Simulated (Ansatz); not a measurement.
**Input and output of a self-consistent single point for HfGa3 (I4/mmm, 4 atoms in the cell) (Ansatz, an electronic-structure program)**

Method: LDA (PW92), default PAW files made with PBE (plane waves; Ansatz).

This input was run:

Ansatz 0.2 input:
```yaml
# HfGa3
crystal:
  lattice:
    - [-1.922769, 1.922769, 4.487801]
    - [1.922769, -1.922769, 4.487801]
    - [1.922769, 1.922769, -4.487801]
  atoms:
    - { symbol: Hf, position_ang: [0.000000, 0.000000, 0.000000] }
    - { symbol: Ga, position_ang: [0.000000, 0.000000, 4.487801] }
    - { symbol: Ga, position_ang: [-0.000000, 1.922769, 2.243901] }
    - { symbol: Ga, position_ang: [1.922769, 0.000000, 2.243901] }
basis:
  ecutwfc: 420.0
kpoints:
  mp_grid: { grid: [10, 10, 10] }
hamiltonian:
  xc: lda
  pseudopotentials: { kind: paw }
scf:
  occupations: { method: gaussian, width: 0.1 }
output:
  forces: true
  eigenvalues: true
  stress: true
```

Output, abridged:

```
WARN ansatz: RAYON_NUM_THREADS=1 ignored (pool sized by the plan → 1); use --threads N
Pseudopotentials: kind: paw
Pseudopotential: Hf, paw, valence charge 26
Pseudopotential: Ga, paw, valence charge 13
Crystal: 4 atoms, lattice volume = 66.366 Å³
Basis set: ecut = 420 eV, 1315 PW (Γ)
Bands: 39, of which v1, the nominal top of the filled ones, is band 33 counted from 1 (32 counted from 0)
Symmetry: 16 space group operations
Space group: I4/mmm (ITA 139), of the structure as read, at distance tolerance 4.0e-5 Å
k-points: 102 of 1000
PAW frozen core: Hf, regenerated for the run's functional, and the local potential with it
PAW frozen core: Ga, regenerated for the run's functional, and the local potential with it
Initial density: superposition of atomic densities (neutral atoms: chi_scale 0, normalization atom), corrected by the library's trained network
Initial wavefunctions: pseudopotential atomic-orbital guess
Eigensolver: davidson
Functional: x = slater, c = lda
SCF iter   1: F=—  HF=-26599.583532 eV  |F-HF|=—  |Δ(HF+E_count)|=         —  Δρ=5.62e-3  dr2=9.84e-3  ethr=1.77e-3  ⟨swp⟩=5.6  Hψ=13334  notcnv=0
all-band conjugate gradients solve this SCF's bands
preconditioner: auto → Kerker (q_TF=auto, 2.719 Å⁻¹)
SCF iter   2: F=—  HF=-26599.581258 eV  |F-HF|=—  |Δ(HF+E_count)|=   2.27e-3  Δρ=2.70e-3  dr2=2.89e-3  ethr=1.51e-5  ⟨swp⟩=2.0  Hψ=7701  notcnv=0
SCF iter   3: F=—  HF=-26599.580870 eV  |F-HF|=—  |Δ(HF+E_count)|=   3.88e-4  Δρ=1.57e-3  dr2=1.10e-3  ethr=4.44e-6  ⟨swp⟩=2.1  Hψ=6490  notcnv=0
SCF iter   4: F=—  HF=-26599.580685 eV  |F-HF|=—  |Δ(HF+E_count)|=   1.85e-4  Δρ=2.07e-4  dr2=3.22e-5  ethr=1.69e-6  ⟨swp⟩=2.8  Hψ=6427  notcnv=0
SCF iter   5: F=—  HF=-26599.580669 eV  |F-HF|=—  |Δ(HF+E_count)|=   1.57e-5  Δρ=1.31e-4  dr2=1.18e-5  ethr=4.96e-8  ⟨swp⟩=2.0  Hψ=6879  notcnv=0
SCF iter   6: F=—  HF=-26599.580663 eV  |F-HF|=—  |Δ(HF+E_count)|=   5.91e-6  Δρ=3.60e-5  dr2=1.44e-6  ethr=1.81e-8  ⟨swp⟩=2.0  Hψ=7109  notcnv=0
SCF iter   7: F=-26599.580663 eV  HF=-26599.580663 eV  |F-HF|=6.57e-8  |Δ(HF+E_count)|=   3.09e-7  Δρ=9.53e-6  dr2=7.77e-8  ethr=1.54e-10  ⟨swp⟩=7.1  Hψ=20096  notcnv=0
SCF 1 converged in 7 iterations: F = -26599.580663 eV  dr2 = 7.77e-8
SCF converged after 7 iterations
Free energy (F): -26599.580663 eV
Harris-Foulkes:  -26599.580663 eV  (|F-HF|=6.57e-8)
Internal energy: -26599.575910 eV  (E = F + TS)
E sigma→0 (E₀):  -26599.578287 eV
Entropy (-TS):   -0.004753 eV (-1.188 meV/atom)
Fermi energy:    14.902091 eV
--- Per-component energies (eV) ---
  E_band       = 4.570136
  E_kinetic    = 776.522711
  E_local      = -10228.523591  (includes V_loc(G=0)·N_el)
  E_nonlocal   = 41.165401
  E_hartree    = 4838.192634
  E_xc         = -507.704045
  E_vxc        = -447.130421  (∫ρ·V_xc dr)
  E_paw        = -12416.888647  (= ΣΔE_a)
  E_vpaw       = 186.150925  (= ΣTr[D̂ρ^β])
  E_aug_tail   = -0.000370  (compensation charges beyond the density's cutoff)
  E_ewald      = -9109.982685
  E_core_change = 7.642682  (= ΣΔE_core)
  E_smearing   = -0.004753  (= −TS)
  E_closure    = 0.000000  (closes the sum)
  Σ components = -26599.580663   (vs F -26599.580663, Δ=0.00e0)
--- Forces (eV/Å), atoms counted from 1 ---
  atom   1  Hf    -0.00000000     0.00000000    -0.00000000
   [... zero for the other atoms too ...]
  max |Σ_I F_I| component: 1.39e-17 eV/Å
--- Stress (GPa, compression-positive) ---
       -4.206732       0.000000      -0.000000
        0.000000      -4.206732       0.000000
        0.000000       0.000000      -3.639455
  P = ⅓ Tr σ = -4.0176 GPa (-40.176 kbar)
  The stress holds the Pulay correction. Without it, at fixed plane waves, as pw.x and ABINIT print it: P = -4.0537 GPa
--- Band table (eV; the first three rows and the last of 102) ---
  k-point 0: bands = ["-46.8317", "-15.5498", "-15.5498", "-15.5020", "-0.1174", "0.0077", "0.0313", "0.1540", "0.1540", "0.1750", "0.1750", "0.1792", "0.2072", "0.2235", "0.3622", "0.3748", "0.3748", "0.4031", "0.5469", "3.1105", "3.1105", [...]
  k-point 1: bands = ["-46.8314", "-15.5581", "-15.5558", "-15.5010", "-0.0924", "0.0286", "0.0498", "0.1405", "0.1646", "0.1716", "0.1745", "0.1899", "0.2235", "0.2341", "0.3476", "0.3566", "0.3782", "0.3893", "0.5145", "3.1116", "3.1117", [...]
  k-point 2: bands = ["-46.8307", "-15.5778", "-15.5716", "-15.4982", "-0.0438", "0.0812", "0.0833", "0.1420", "0.1610", "0.1723", "0.1907", "0.2073", "0.2518", "0.2672", "0.3040", "0.3119", "0.3535", "0.3577", "0.4654", "3.1138", "3.1141", [...]
  k-point 101: bands = ["-46.8317", "-15.5499", "-15.5499", "-15.5091", "-0.1042", "-0.0558", "0.0080", "0.0080", "0.0973", "0.1218", "0.1660", "0.2237", "0.3297", "0.3297", "0.3663", "0.3663", "0.4010", "0.4371", "0.5469", "3.1113", "3.1113", [...]
```

The run converged in 7 iterations.

The starting cell comes from a database of computed structures (which also holds hypothetical and non-ambient phases and stackings), without a prior relaxation at this level. Its lattice was rescaled by up to half a per cent. Spin-orbit coupling is off. With a pressure of about -4 GPa the cell is away from its equilibrium volume at this level. Ansatz's pressure includes its estimate of the finite-basis (Pulay) stress.
